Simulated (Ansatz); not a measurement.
Consider HfO₂ (space group Pca2_1, No. 29).

```xyz
12
Lattice="5.2467 0.0000 0.0000 0.0000 5.0304 0.0000 0.0000 0.0000 5.0595" Properties=species:S:1:pos:R:3 pbc="T T T"
Hf     0.1705     1.3432     1.2577
Hf     5.0761     3.6871     3.7875
Hf     2.7939     3.6871     1.2577
Hf     2.4528     1.3432     3.7875
O      1.9257     0.3521     0.5509
O      3.3210     4.6782     3.0807
O      4.5490     4.6782     0.5509
O      0.6976     0.3521     3.0807
O      1.2180     2.7109     5.0520
O      4.0287     2.3195     2.5222
O      3.8413     2.3195     5.0520
O      1.4053     2.7109     2.5222
```

Computed with DFT with r2SCAN, PAW potentials and a 500 eV plane-wave cutoff in Ansatz (an electronic-structure program), no SOC.

One change was made to it. Results:

| quantity | base | after |
|---|---|---|
| valence-band top at Γ (three highest levels, from the VBM) | 0.00, -0.06, -0.18 eV | 0.00, -0.06, -0.19 eV |
| density | 10.47 g/cm³ | 10.48 g/cm³ |
| width of the top valence band | 0.83 eV | 0.83 eV |
| gap character | indirect, Γ → k = (0.200, 0.400, 0.400) in the run's primitive reciprocal basis | indirect, Γ → k = (0.200, 0.400, 0.400) in the run's primitive reciprocal basis |

Question: Which change produced these results?
A. pressure −1 GPa
B. pressure −2 GPa
C. pressure 3 GPa
D. pressure 0.3 GPa
E. pressure 1.5 GPa

Answer: D, pressure 0.3 GPa. For comparison, the density in the other runs: pressure 3 GPa gives 10.61 g/cm³; pressure −2 GPa gives 10.37 g/cm³; pressure −1 GPa gives 10.42 g/cm³; pressure 1.5 GPa gives 10.54 g/cm³.

With Hf present, leaving out spin-orbit coupling can change the band edges. Load acts through the strain it causes; cell and atoms are relaxed under it. No phonon test of stability was made. This is not the structure that HfO2 has at room temperature and ambient pressure.
